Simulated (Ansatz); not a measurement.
A 32-atom cell of In(As,Sb) started in the zinc blende structure, site fractions As 0.500, Sb 0.500, short-range order -0.08 among the nearest mixed sites (0 is random, a negative value favours unlike neighbours), space group Cm at the end. The mixed sublattice has 16 sites.

The mixing enthalpy is taken against the end members in the zinc blende type, relaxed in the same cell and mesh.

Calculation: PBE (plane waves to 420 eV, PAW; Ansatz, a program for electronic structure). No spin–orbit coupling; with elements this heavy it can move edges by tenths of an eV. Its k-point mesh 3×3×3, Fermi–Dirac width 0.01 eV.

| cell | energy at zero smearing (eV) |
|---|---|
| InAs | -167271.493 |
| InSb | -193321.396 |
| In2AsSb | -180295.956 |

Work out the mixing enthalpy per mixed site and the interaction parameter Ω of a regular solution.

With x = 8/16 of the second end member, ΔH = [-180295.956 − 8/16 × (-167271.493) − 8/16 × (-193321.396)] / 16 = 30.5 meV against the separate end members. Ω = ΔH / x(1 − x) = 122 meV, which puts the top of the miscibility gap of this model at Ω / 2k = 710 K.
